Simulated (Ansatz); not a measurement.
The reference is ZnS in the zinc blende structure (space group F-43m, No. 216; a = 5.390 Å).

Structures relaxed with r2SCAN in Ansatz (plane waves to 500 eV, PAW, no SOC), earlier PAW set.

Base:

Simulated powder pattern, Cu Kα1, λ = 1.54056 Å (kinematic, ideal powder, no thermal factors, no anomalous dispersion; the 10 strongest lines at most, above 2 %, up to 2θ = 90°):

| 2θ (°) | I/Imax (%) | hkl |
|---|---|---|
| 28.66 | 100 | (111) |
| 33.21 | 12 | (200) |
| 47.68 | 61 | (220) |
| 56.58 | 41 | (311) |
| 59.34 | 3.1 | (222) |
| 69.72 | 9.1 | (400) |
| 77.05 | 15 | (331) |
| 79.44 | 3.5 | (420) |
| 88.86 | 19 | (422) |

The change: an isotropic linear strain of +2.41 %, atoms relaxed at fixed cell.

Q: Predict the new powder pattern.

A: 
Simulated powder pattern, Cu Kα1, λ = 1.54056 Å (kinematic, ideal powder, no thermal factors, no anomalous dispersion; the 10 strongest lines at most, above 2 %, up to 2θ = 90°):

| 2θ (°) | I/Imax (%) | hkl |
|---|---|---|
| 27.97 | 100 | (111) |
| 32.41 | 12 | (200) |
| 46.49 | 62 | (220) |
| 55.13 | 42 | (311) |
| 57.81 | 3.2 | (222) |
| 67.85 | 9.3 | (400) |
| 74.92 | 16 | (331) |
| 77.22 | 3.6 | (420) |
| 86.25 | 19 | (422) |

The indices refer to the base's conventional cell; one index is shown for lines that coincide.

Stability against distortions was not tested.

Ansatz is a program for electronic structure.
